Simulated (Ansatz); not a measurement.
Method: PBE (plane waves to 420 eV, PAW; Ansatz, a program for electronic structure).

Electrostatic potential energy of an electron, averaged over planes parallel to the surface, in eV from the Fermi level, for Cu on the 1x1 (111) surface of fcc Al, one in a 2x2 cell, started at the site 'bridge Al-Al (span 2.9 Å)':

| z (Å) | V (eV) |
|---|---|
| 5.30 | 4.07 |
| 5.59 | 4.07 |
| 5.89 | 4.07 |
| 6.18 | 4.06 |
| 6.48 | 4.06 |
| 6.77 | 4.04 |
| 7.07 | 4.01 |
| 7.36 | 3.94 |
| 7.66 | 3.79 |
| 7.95 | 3.49 |
| 8.24 | 2.87 |
| 8.54 | 1.63 |
| 8.83 | -0.84 |
| 9.13 | -4.73 |
| 9.42 | -6.88 |
| 9.72 | -7.28 |
| 10.01 | -7.13 |
| 10.31 | -5.79 |
| 10.60 | -2.43 |
| 10.89 | -0.48 |
| 11.19 | -1.59 |
| 11.48 | -5.01 |
| 11.78 | -7.01 |
| 12.07 | -7.41 |
| 12.37 | -7.18 |
| 12.66 | -5.67 |
| 12.96 | -2.27 |
| 13.25 | -0.58 |
| 13.54 | -2.09 |
| 13.84 | -5.50 |
| 14.13 | -7.13 |
| 14.43 | -7.39 |
| 14.72 | -7.05 |
| 15.02 | -5.19 |
| 15.31 | -1.76 |
| 15.61 | -0.45 |
| 15.90 | -2.22 |
| 16.19 | -5.63 |
| 16.49 | -7.12 |
| 16.78 | -7.32 |
| 17.08 | -6.98 |
| 17.37 | -5.09 |
| 17.67 | -1.79 |
| 17.96 | -0.79 |
| 18.26 | -0.91 |
| 18.55 | -0.66 |
| 18.84 | 0.35 |
| 19.14 | 2.02 |
| 19.43 | 3.13 |
| 19.73 | 3.52 |
| 20.02 | 3.70 |
| 20.32 | 3.79 |
| 20.61 | 3.84 |
| 20.91 | 3.86 |
| 21.20 | 3.88 |
| 21.49 | 3.88 |
| 21.79 | 3.88 |
| 22.08 | 3.89 |
| 22.38 | 3.89 |
| 22.67 | 3.89 |
| 22.97 | 3.89 |

Set-up: 17 atoms, 7.0 Å thick at the start under the adsorbate (thin: gaps and levels are the slab's own); mesh 6x6x1; 0.1 eV smearing; dipole correction on; 8 atoms held, the rest relaxed; start symmetry kept, larger cells not searched; no spin, no spin-orbit, no U, no dispersion correction. At the end it is bonded to 3 Al. In PBE it is, or lies within 0.03 eV of, the lowest of the starts that converged.

The vacuum level lies 3.89 eV above the Fermi level over the top face and 4.07 eV above it under the bottom face.
